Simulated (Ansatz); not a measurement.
Si well of 8 atomic layers along [001] in random Si0.8Ge0.2, interfaces one step of a layer

Prepared with Tersoff's 1989 multicomponent potential (SiCGe.tersoff) (LAMMPS): minimisation. Geometry as solved with PBE, support functions at accuracy medium on the grid of 370 eV (Ansatz, a quantum-chemistry and plane-wave program).

```xyz
576
Lattice="16.58 0.00 0.00 0.00 16.58 0.00 0.00 0.00 43.97" Properties=species:S:1:pos:R:3 pbc="T T T"
Si     0.01     0.01     0.02
Si     1.38     1.40     1.39
Si     2.75     2.75    -0.01
Si     4.10     4.13     1.37
Si     2.76     0.05     2.77
Si     4.11     1.37     4.19
Si    -0.01     2.77     2.76
Si     1.36     4.13     4.14
Ge    -0.05     0.05     5.54
Si     1.37     1.44     6.93
Si     2.73     2.76     5.52
Ge     4.14     4.15     6.94
Ge     2.78     0.03     8.32
Si     4.18     1.42     9.72
Si    -0.01     2.78     8.32
Si     1.36     4.16     9.69
Si    -0.01     0.01    11.08
Si     1.38     1.41    12.43
Si     2.75     2.78    11.05
Si     4.11     4.18    12.42
Si     2.75     0.05    13.81
Si     4.11     1.38    15.21
Si     0.02     2.80    13.79
Si     1.38     4.16    15.18
Si     0.00     0.00    16.61
Si     1.38     1.39    17.94
Si     2.75     2.78    16.56
Si     4.14     4.15    17.92
Si     2.76     0.00    19.30
Si     4.15     1.38    20.65
Si     0.00     2.77    19.29
Si     1.39     4.15    20.65
Si     0.00     0.00    22.01
Si     1.39     1.38    23.37
Si     2.77     2.77    22.01
Si     4.15     4.15    23.36
Si     2.76    -0.01    24.73
Si     4.15     1.38    26.08
Si     0.00     2.77    24.72
Si     1.39     4.15    26.08
Si     0.01    -0.01    27.46
Si     1.38     1.38    28.81
Si     2.75     2.75    27.43
Ge     4.16     4.15    28.82
Si     2.75     0.04    30.20
Si     4.14     1.38    31.58
Si     0.02     2.75    30.18
Ge     1.39     4.16    31.58
Si     0.00    -0.01    33.02
Si     1.39     1.36    34.36
Si     2.76     2.72    32.97
Ge     4.14     4.14    34.35
Si     2.77    -0.02    35.72
Si     4.17     1.35    37.07
Si     0.02     2.74    35.73
Si     1.34     4.18    37.07
Si    -0.04    -0.04    38.44
Ge     1.34     1.35    39.87
Ge     2.75     2.76    38.43
Ge     4.17     4.17    39.87
Si     2.78    -0.03    41.24
Si     4.14     1.38    42.60
Si    -0.03     2.79    41.25
Si     1.38     4.15    42.60
Si    -0.01     5.51     0.01
Si     1.39     6.87     1.35
Si     2.74     8.27    -0.01
Ge     4.13     9.69     1.37
Si     2.73     5.49     2.74
Ge     4.12     6.89     4.16
Ge     0.01     8.28     2.76
Si     1.41     9.66     4.17
Si     0.02     5.50     5.55
Si     1.36     6.90     6.93
Si     2.73     8.29     5.58
Si     4.12     9.65     6.94
Si     2.73     5.55     8.33
Si     4.12     6.91     9.68
Si     0.01     8.28     8.32
Si     1.39     9.65     9.70
Si     0.00     5.54    11.07
Si     1.37     6.92    12.44
Si     2.76     8.29    11.07
Si     4.11     9.68    12.45
Si     2.75     5.54    13.81
Si     4.12     6.90    15.19
Si     0.00     8.29    13.82
Si     1.37     9.67    15.19
Si     0.00     5.53    16.55
Si     1.38     6.91    17.92
Si     2.75     8.29    16.56
Si     4.13     9.67    17.93
Si     2.76     5.53    19.28
Si     4.14     6.91    20.64
Si     0.00     8.29    19.28
Si     1.38     9.67    20.65
Si     0.01     5.53    22.01
Si     1.39     6.91    23.37
Si     2.76     8.29    22.01
Si     4.15     9.67    23.36
Si     2.77     5.53    24.73
Si     4.15     6.92    26.09
Si     0.00     8.30    24.73
Si     1.39     9.67    26.09
Si     0.04     5.56    27.43
Si     1.38     6.94    28.83
Si     2.77     8.30    27.46
Si     4.14     9.67    28.83
Si     2.77     5.58    30.20
Si     4.15     6.94    31.57
Si     0.00     8.31    30.20
Si     1.38     9.68    31.58
Si    -0.01     5.57    32.96
Si     1.39     6.92    34.31
Si     2.76     8.30    32.95
Si     4.11     9.67    34.35
Si     2.72     5.56    35.72
Si     4.11     6.91    37.09
Ge    -0.01     8.31    35.72
Si     1.41     9.70    37.11
Si    -0.02     5.53    38.48
Si     1.37     6.91    39.84
Si     2.75     8.29    38.48
Si     4.09     9.65    39.88
Si     2.73     5.55    41.24
Si     4.12     6.91    42.59
Si     0.02     8.27    41.24
Si     1.37     9.67    42.60
Si    -0.01    11.05     0.00
Si     1.33    12.40     1.42
Ge     2.72    13.79    -0.01
Ge     4.15    15.25     1.38
Si     2.73    11.06     2.79
Si     4.15    12.38     4.16
Si    -0.04    13.81     2.74
Ge     1.37    15.20     4.12
Ge     0.00    11.06     5.54
Si     1.41    12.42     6.96
Ge     2.81    13.80     5.57
Si     4.20    15.22     6.94
Si     2.76    11.03     8.33
Si     4.11    12.44     9.69
Ge     0.01    13.85     8.30
Si     1.38    15.23     9.73
Si     0.03    11.00    11.11
Si     1.38    12.42    12.45
Si     2.72    13.80    11.06
Ge     4.14    15.21    12.43
Si     2.75    11.05    13.83
Si     4.14    12.41    15.20
Si    -0.03    13.79    13.79
Ge     1.37    15.20    15.19
Si     0.00    11.06    16.55
Si     1.38    12.43    17.92
Si     2.78    13.80    16.57
Si     4.14    15.20    17.94
Si     2.76    11.05    19.29
Si     4.15    12.44    20.65
Si     0.00    13.82    19.28
Si     1.38    15.20    20.65
Si     0.00    11.06    22.01
Si     1.38    12.44    23.36
Si     2.76    13.82    22.00
Si     4.14    15.20    23.37
Si     2.76    11.05    24.72
Si     4.13    12.43    26.08
Si     0.00    13.81    24.72
Si     1.37    15.19    26.08
Si     0.00    11.04    27.45
Si     1.37    12.42    28.82
Si     2.73    13.79    27.44
Ge     4.14    15.21    28.82
Si     2.75    11.05    30.19
Si     4.11    12.43    31.57
Si    -0.01    13.79    30.19
Ge     1.38    15.19    31.60
Si     0.00    11.06    32.95
Si     1.37    12.43    34.34
Si     2.77    13.78    32.98
Si     4.13    15.19    34.33
Si     2.76    11.07    35.72
Si     4.12    12.48    37.07
Si     0.01    13.81    35.72
Si     1.38    15.20    37.09
Si     0.03    11.09    38.45
Si     1.39    12.45    39.85
Si     2.76    13.84    38.47
Si     4.16    15.20    39.85
Si     2.74    11.05    41.23
Si     4.16    12.42    42.56
Si     0.00    13.82    41.21
Si     1.35    15.22    42.58
Si     5.56     0.03    -0.02
Si     6.94     1.37     1.37
Si     8.31     2.75     0.02
Si     9.72     4.11     1.36
Si     8.29    -0.01     2.74
Ge     9.68     1.38     4.16
Ge     5.52     2.75     2.78
Si     6.91     4.12     4.21
Si     5.53     0.02     5.54
Si     6.90     1.38     6.93
Si     8.28     2.76     5.58
Si     9.68     4.14     6.93
Si     8.28    -0.01     8.27
Ge     9.65     1.41     9.66
Si     5.55     2.75     8.32
Si     6.90     4.15     9.67
Si     5.56     0.02    11.04
Si     6.92     1.41    12.40
Si     8.27     2.82    11.07
Si     9.67     4.17    12.44
Ge     8.31     0.01    13.80
Si     9.69     1.38    15.24
Ge     5.52     2.78    13.81
Si     6.93     4.16    15.22
Si     5.49     0.02    16.59
Si     6.90     1.38    17.93
Si     8.29     2.76    16.58
Si     9.68     4.15    17.93
Si     8.29     0.00    19.29
Si     9.67     1.38    20.65
Si     5.52     2.77    19.29
Si     6.91     4.14    20.65
Si     5.53     0.00    22.01
Si     6.91     1.39    23.37
Si     8.29     2.77    22.01
Si     9.67     4.15    23.36
Si     8.29     0.00    24.72
Si     9.66     1.39    26.08
Si     5.53     2.77    24.72
Si     6.92     4.15    26.08
Si     5.55     0.02    27.43
Si     6.92     1.38    28.82
Si     8.28     2.77    27.45
Si     9.64     4.13    28.84
Si     8.31     0.01    30.17
Si     9.67     1.38    31.58
Si     5.55     2.74    30.22
Si     6.91     4.15    31.56
Si     5.48    -0.01    32.96
Ge     6.91     1.38    34.33
Si     8.29     2.77    32.91
Ge     9.68     4.15    34.35
Si     8.31    -0.02    35.72
Si     9.67     1.37    37.09
Si     5.54     2.76    35.76
Si     6.92     4.14    37.12
Si     5.53     0.00    38.48
Si     6.91     1.37    39.85
Si     8.30     2.74    38.47
Si     9.69     4.11    39.83
Si     8.30     0.01    41.22
Si     9.68     1.38    42.60
Si     5.55     2.73    41.25
Si     6.89     4.09    42.64
Si     5.47     5.48    -0.02
Ge     6.86     6.88     1.37
Ge     8.31     8.31    -0.02
Si     9.67     9.69     1.43
Ge     8.31     5.47     2.79
Ge     9.71     6.92     4.21
Si     5.51     8.29     2.78
Ge     6.92     9.68     4.17
Si     5.56     5.53     5.55
Si     6.90     6.90     6.94
Si     8.29     8.29     5.61
Si     9.67     9.66     6.96
Si     8.27     5.50     8.29
Ge     9.68     6.89     9.69
Si     5.50     8.26     8.29
Ge     6.89     9.68     9.69
Si     5.49     5.52    11.02
Ge     6.89     6.90    12.45
Si     8.30     8.30    11.08
Si     9.69     9.68    12.40
Si     8.31     5.51    13.85
Si     9.67     6.89    15.22
Si     5.46     8.29    13.82
Ge     6.88     9.65    15.22
Si     5.53     5.54    16.56
Si     6.91     6.90    17.94
Si     8.31     8.26    16.59
Si     9.68     9.67    17.93
Si     8.29     5.52    19.29
Si     9.68     6.91    20.65
Si     5.53     8.29    19.29
Si     6.91     9.67    20.65
Si     5.53     5.53    22.00
Si     6.91     6.91    23.36
Si     8.29     8.29    22.01
Si     9.67     9.68    23.37
Si     8.29     5.53    24.72
Si     9.65     6.94    26.08
Si     5.53     8.29    24.72
Si     6.90     9.67    26.09
Si     5.56     5.55    27.43
Si     6.92     6.92    28.82
Si     8.29     8.30    27.46
Si     9.68     9.67    28.83
Si     8.29     5.53    30.20
Si     9.68     6.91    31.55
Si     5.53     8.30    30.19
Si     6.93     9.65    31.55
Si     5.52     5.52    32.91
Ge     6.90     6.90    34.33
Si     8.30     8.28    32.90
Ge     9.72     9.66    34.29
Si     8.29     5.53    35.77
Si     9.70     6.90    37.11
Si     5.46     8.28    35.71
Ge     6.90     9.64    37.09
Si     5.52     5.55    38.42
Ge     6.89     6.94    39.83
Si     8.35     8.30    38.47
Si     9.69     9.69    39.84
Ge     8.30     5.49    41.25
Si     9.73     6.90    42.59
Si     5.48     8.32    41.24
Si     6.89     9.70    42.56
Si     5.55    11.08    -0.03
Si     6.94    12.43     1.35
Si     8.29    13.84    -0.01
Si     9.68    15.21     1.38
Si     8.30    11.08     2.75
Si     9.67    12.48     4.09
Ge     5.56    13.79     2.79
Si     6.91    15.26     4.16
Si     5.48    11.03     5.56
Ge     6.89    12.43     6.95
Ge     8.32    13.87     5.52
Si     9.72    15.23     6.95
Si     8.33    11.06     8.33
Si     9.69    12.45     9.69
Si     5.51    13.84     8.36
Si     6.92    15.21     9.68
Si     5.48    11.08    11.08
Si     6.88    12.46    12.41
Si     8.29    13.82    11.05
Si     9.69    15.14    12.44
Ge     8.31    11.08    13.79
Si     9.71    12.45    15.22
Si     5.51    13.78    13.82
Ge     6.88    15.18    15.22
Si     5.50    11.07    16.60
Si     6.91    12.43    17.95
Si     8.32    13.80    16.60
Si     9.68    15.20    17.94
Si     8.30    11.05    19.29
Si     9.67    12.44    20.65
Si     5.53    13.82    19.30
Si     6.91    15.21    20.65
Si     5.53    11.06    22.01
Si     6.91    12.44    23.37
Si     8.29    13.82    22.01
Si     9.67    15.20    23.36
Si     8.29    11.06    24.73
Si     9.68    12.44    26.09
Si     5.52    13.82    24.73
Si     6.91    15.21    26.08
Si     5.50    11.03    27.44
Ge     6.91    12.42    28.83
Si     8.30    13.84    27.44
Si     9.67    15.19    28.82
Si     8.33    11.03    30.22
Si     9.68    12.42    31.59
Si     5.50    13.79    30.22
Ge     6.91    15.20    31.58
Ge     5.53    11.05    32.95
Si     6.90    12.50    34.33
Si     8.33    13.81    32.98
Si     9.69    15.19    34.35
Ge     8.31    11.10    35.70
Si     9.75    12.45    37.10
Si     5.52    13.85    35.71
Si     6.89    15.22    37.08
Ge     5.48    11.08    38.51
Si     6.91    12.45    39.89
Ge     8.30    13.83    38.47
Si     9.68    15.26    39.84
Si     8.29    11.05    41.21
Si     9.63    12.45    42.59
Si     5.53    13.83    41.23
Si     6.92    15.22    42.59
Si    11.05     0.02     0.02
Si    12.44     1.39     1.39
Si    13.81     2.77     0.02
Si    15.20     4.14     1.39
Si    13.81     0.01     2.76
Si    15.16     1.43     4.12
Si    11.10     2.78     2.76
Si    12.45     4.14     4.18
Si    11.10     0.00     5.57
Si    12.46     1.39     6.93
Si    13.82     2.77     5.54
Si    15.20     4.14     6.93
Si    13.82     0.01     8.31
Si    15.22     1.38     9.68
Si    11.09     2.79     8.28
Si    12.46     4.12     9.69
Ge    11.08    -0.03    11.07
Si    12.50     1.38    12.44
Si    13.85     2.76    11.06
Si    15.21     4.15    12.43
Si    13.82    -0.02    13.81
Ge    15.21     1.40    15.19
Ge    11.08     2.77    13.83
Si    12.47     4.19    15.22
Si    11.07    -0.01    16.57
Si    12.44     1.38    17.93
Si    13.80     2.80    16.59
Si    15.21     4.16    17.93
Si    13.82     0.00    19.29
Si    15.20     1.38    20.65
Si    11.06     2.76    19.29
Si    12.44     4.15    20.64
Si    11.05     0.00    22.00
Si    12.44     1.38    23.36
Si    13.82     2.77    22.00
Si    15.21     4.15    23.36
Si    13.82     0.00    24.72
Si    15.21     1.37    26.08
Si    11.05     2.76    24.72
Si    12.45     4.13    26.05
Si    11.02    -0.02    27.42
Ge    12.43     1.37    28.81
Si    13.83     2.76    27.40
Ge    15.21     4.17    28.81
Si    13.84    -0.03    30.19
Ge    15.21     1.37    31.60
Si    11.01     2.76    30.21
Ge    12.42     4.17    31.58
Si    11.03     0.02    32.98
Si    12.43     1.36    34.35
Si    13.78     2.75    32.98
Ge    15.19     4.15    34.35
Si    13.82     0.00    35.72
Si    15.20     1.38    37.08
Si    11.08     2.74    35.74
Si    12.44     4.14    37.09
Si    11.05    -0.01    38.43
Ge    12.44     1.40    39.82
Si    13.86     2.79    38.44
Si    15.20     4.16    39.85
Ge    13.86    -0.02    41.25
Si    15.23     1.41    42.64
Si    11.05     2.77    41.24
Si    12.45     4.14    42.59
Si    11.07     5.50    -0.01
Ge    12.46     6.89     1.39
Si    13.87     8.28     0.00
Si    15.20     9.70     1.37
Si    13.84     5.48     2.80
Si    15.23     6.84     4.16
Si    11.05     8.31     2.76
Ge    12.46     9.68     4.12
Si    11.09     5.49     5.58
Si    12.43     6.86     6.97
Ge    13.85     8.23     5.56
Si    15.23     9.64     6.95
Si    13.84     5.51     8.33
Si    15.21     6.91     9.69
Si    11.07     8.29     8.30
Si    12.42     9.64     9.71
Si    11.09     5.49    11.08
Si    12.48     6.87    12.42
Si    13.83     8.28    11.06
Si    15.20     9.65    12.45
Si    13.85     5.53    13.82
Si    15.21     6.91    15.19
Ge    11.07     8.28    13.81
Si    12.47     9.69    15.21
Si    11.06     5.53    16.58
Si    12.45     6.92    17.93
Si    13.83     8.29    16.56
Si    15.21     9.68    17.92
Si    13.82     5.54    19.29
Si    15.20     6.91    20.65
Si    11.06     8.29    19.29
Si    12.44     9.68    20.65
Si    11.06     5.53    22.01
Si    12.44     6.91    23.37
Si    13.82     8.29    22.01
Si    15.20     9.67    23.36
Si    13.83     5.54    24.72
Si    15.21     6.92    26.09
Si    11.06     8.30    24.73
Si    12.44     9.67    26.10
Ge    11.06     5.53    27.47
Si    12.46     6.95    28.85
Si    13.83     8.31    27.46
Si    15.21     9.68    28.83
Si    13.84     5.58    30.21
Si    15.21     6.95    31.59
Si    11.06     8.30    30.21
Si    12.45     9.68    31.57
Si    11.05     5.59    32.97
Si    12.46     6.93    34.34
Si    13.82     8.31    32.96
Si    15.18     9.71    34.31
Si    13.79     5.55    35.74
Si    15.17     6.90    37.11
Si    11.08     8.27    35.73
Si    12.45     9.67    37.09
Si    11.06     5.50    38.47
Si    12.44     6.89    39.84
Si    13.80     8.27    38.46
Ge    15.22     9.68    39.84
Si    13.82     5.53    41.22
Si    15.22     6.89    42.60
Si    11.05     8.27    41.18
Ge    12.47     9.67    42.57
Ge    11.05    11.10     0.04
Si    12.47    12.50     1.41
Si    13.84    13.84     0.02
Si    15.20    15.23     1.39
Si    13.85    11.10     2.74
Si    15.18    12.47     4.14
Si    11.07    13.86     2.76
Si    12.44    15.22     4.15
Ge    11.02    11.09     5.54
Si    12.43    12.49     6.91
Si    13.80    13.84     5.52
Si    15.15    15.21     6.91
Ge    13.79    11.03     8.29
Ge    15.21    12.42     9.75
Si    11.07    13.83     8.32
Si    12.47    15.18     9.67
Si    11.07    11.06    11.05
Si    12.44    12.43    12.45
Si    13.80    13.83    11.10
Si    15.20    15.20    12.44
Si    13.83    11.05    13.81
Si    15.20    12.43    15.18
Si    11.07    13.80    13.83
Si    12.44    15.20    15.18
Si    11.07    11.05    16.57
Si    12.45    12.44    17.92
Si    13.82    13.82    16.55
Si    15.19    15.20    17.93
Si    13.82    11.06    19.28
Si    15.20    12.44    20.64
Si    11.06    13.82    19.29
Si    12.44    15.20    20.65
Si    11.06    11.06    22.01
Si    12.44    12.43    23.36
Si    13.82    13.82    22.00
Si    15.20    15.20    23.36
Si    13.82    11.05    24.72
Si    15.22    12.41    26.07
Si    11.05    13.81    24.71
Si    12.41    15.21    26.06
Si    11.05    11.05    27.46
Si    12.41    12.40    28.85
Ge    13.81    13.81    27.46
Si    15.23    15.20    28.84
Si    13.83    11.05    30.21
Si    15.20    12.43    31.58
Si    11.02    13.79    30.19
Ge    12.43    15.18    31.59
Si    11.11    11.08    32.93
Si    12.46    12.44    34.34
Si    13.86    13.80    32.99
Si    15.21    15.19    34.37
Si    13.82    11.05    35.72
Si    15.21    12.43    37.08
Si    11.09    13.82    35.71
Si    12.45    15.20    37.09
Si    11.09    11.05    38.47
Si    12.47    12.43    39.82
Si    13.83    13.81    38.44
Si    15.21    15.15    39.82
Si    13.85    11.11    41.22
Si    15.22    12.46    42.61
Ge    11.06    13.83    41.22
Si    12.44    15.21    42.66
```
